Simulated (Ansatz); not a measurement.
# N on the (0001) surface of wurtzite GaN (2x2 with 3 H on 4 top atoms; a constructed slab, bottom: 3 H on 4 bottom sites), one in a cell of 36 Å², started at the site 'top H #2'

Host crystal: wurtzite GaN, with a band gap (PBE, scalar-relativistic without spin-orbit coupling).

Method: PBE (plane waves to 420 eV, PAW; Ansatz, a program for electronic structure).

Model: 47-atom slab, 13.8 Å thick at the start with caps and adatoms under the adsorbate (thin: gaps and levels are the slab's own), 4x4x1 mesh, Fermi-Dirac 0.01 eV, dipole correction, 23 atoms held, the rest relaxed; no symmetry held; spin-polarised, ending with about 1.0 μB a cell; orders that need a larger cell were not tried, no spin-orbit, no U, no dispersion correction. At the end it is bonded to 2 Ga. In PBE it is, or lies within 0.03 eV of, the lowest of the starts that converged.

- energy of the end state, in which the adsorbate took H from the surface, giving HN, against ½ N2(g) = 123 kJ/mol
- gap of the slab on its k-mesh = 1.06 eV
- highest filled level below the top vacuum level = 5.92 eV
- change of the step from the bottom to the top vacuum level, against the clean slab = -0.85 eV
- energy released by relaxation = 4.13 eV
- height of the binding atom over the mean of the host atoms within 0.3 Å of the top one = -0.310 Å
- magnetic moment of the cell = 1.00 μB
- largest move of a host atom = 1.76 Å
- caution = the clean host was not checked against rearrangement in a larger or rattled cell
- caution = the host itself rearranges in this cell, so the energy holds part of a reconstruction
- note = in the relaxation the adsorbate left its starting site by 1.6 Å

A negative adsorption energy means that the adsorbate is more stable on the surface than in its reference.
